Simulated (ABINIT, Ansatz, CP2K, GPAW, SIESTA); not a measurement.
## One structure in several programs: RbSr₃ (I4/mmm, 4 atoms in the cell)

Self-consistent single point.

```xyz
4
Lattice="-3.0907 3.0907 6.3760 3.0907 -3.0907 6.3760 3.0907 3.0907 -6.3760" Properties=species:S:1:pos:R:3 pbc="T T T"
Rb     0.0000     0.0000     0.0000
Sr     0.0000     3.0907     3.1880
Sr     3.0907     0.0000     3.1880
Sr     0.0000     0.0000     6.3760
```

Shared settings, as Ansatz (a first-principles code) writes them: kpoints.mp_grid.grid = 5 5 5; scf.occupations.method = fermi_dirac; scf.occupations.width = 0.1 eV. Potentials and cutoffs stand in the table.

```tsv
code	model	pressure (GPa)	cutoff
CP2K	LDA (Pade form), GPW, DZVP-MOLOPT-SR-GTH basis, GTH-PADE potentials (GTH_POTENTIALS)	-0.85	grid 500 Ry
ABINIT	LDA (PW92), norm-conserving pseudopotentials (PseudoDojo nc-sr-04 LDA standard)	-1.04	925 eV
GPAW	LDA (Perdew-Wang 92), GPAW PAW datasets LDA (gpaw-data 1.0.1)	-1.04	550 eV
Ansatz	LDA (PW92), PAW files made with PBE	-1.04	420 eV
SIESTA	LDA PW92, numerical atomic orbitals DZP, PseudoDojo LDA standard norm-conserving potentials (rewritten from UPF to PSML)	0.91	grid 300 Ry
```

The spread over the programs that give each value: pressure within 1.95 GPa.

CP2K and SIESTA use small atom-centred bases, whose incompleteness enters pressures, forces and empty levels differently from a plane-wave cutoff. Ansatz's pressure is given at a fixed set of plane waves, as the other plane-wave codes print theirs. In the pressure, SIESTA (by 1.96) lies more than 1 GPa from the median of the plane-wave programs.

The starting cell comes from a database of computed structures (which also holds hypothetical and non-ambient phases and stackings), without a prior relaxation at this level.

Left out of this page: Elk and FLEUR (not drawn, or without a comparable value).

Keys are those of Ansatz 0.2.
